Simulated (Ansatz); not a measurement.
Defect migration in wurtzite GaN: interstitial Ga, charge state +3. The step: several atoms move together, Ga the farthest; the atom moves 1.86 Å along (0.64, 0.37, 0.10) of the unit cell; the moving atom starts with neighbours 3 Ga at 2.46; 3 N at 1.95 Å and ends with N at 1.85, 2 N at 1.96, N at 2.22 Å. A PBE band in Ansatz (plane-wave PAW, one k-point at (0.125, 0.250, 0.250), 192 host sites, 114 SCF runs with any check of the saddle's order, static, no finite-size correction) gives a forward barrier of 0.68 eV. The saddle point's order was not checked. The charge state is imposed; whether it is stable for some Fermi level was not computed. Sites that were not tried may lie lower.

Single points at the band's start and saddle point can refine it. Rough cost of one point, in units of the band's mean SCF on the same machine:

```
Level                                                     Cost of one point
--------------------------------------------------------  -----------------
PBE, a 2×2×2 k-point mesh shifted by half a step along c            about 4
r2SCAN at 500 eV, one k-point at (0.125, 0.250, 0.250)              under 2
PBE, Γ point alone                                                  under 2
HSE06, Γ point alone                                               about 10
```

### Question
Which of these move the barrier by more than 0.1 eV, and how far does each move it?

### Answer
Not one does. PBE, a 2×2×2 k-point mesh shifted by half a step along c: 0.00 eV; r2SCAN at 500 eV, one k-point at (0.125, 0.250, 0.250): -0.08 eV; PBE, Γ point alone: -0.03 eV; HSE06, Γ point alone: -0.07 eV. Each functional is compared with PBE at the same k-points.

Ansatz is a quantum-chemistry and plane-wave program.
